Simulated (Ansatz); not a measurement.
The reference is GaP in the zinc blende structure (space group F-43m, No. 216; a = 5.452 Å).

It is then changed as follows: the cell is scaled by 1.0413 in all directions, atoms relaxed at fixed cell.

Levels (all Ansatz, a first-principles code, PAW, earlier PAW set): r2SCAN (500 eV, no SOC); HSE06+SOC (420 eV, noncollinear with spin-orbit coupling).

The geometry is relaxed with r2SCAN.

- r2SCAN valence-band top at Γ: 0.00, 0.00, 0.00 eV
- r2SCAN band gap: 1.32 eV

Question: Predict the valence-band top at Γ and band gap from HSE06+SOC.

Answer: The valence-band top at Γ (three highest Kramers pairs, from the VBM) becomes 0.00, 0.00, -0.09 eV (r2SCAN: 0.00, 0.00, 0.00 eV); the band gap rises by 0.366 eV (1.32 eV → 1.68 eV). The threefold valence maximum splits by Δso ≈ 0.09 eV.

Single points use the geometry relaxed with r2SCAN. Differences between runs with and without spin-orbit coupling are approximate. The cells carry an imposed strain or load. Whether these cells are dynamically stable was not tested.
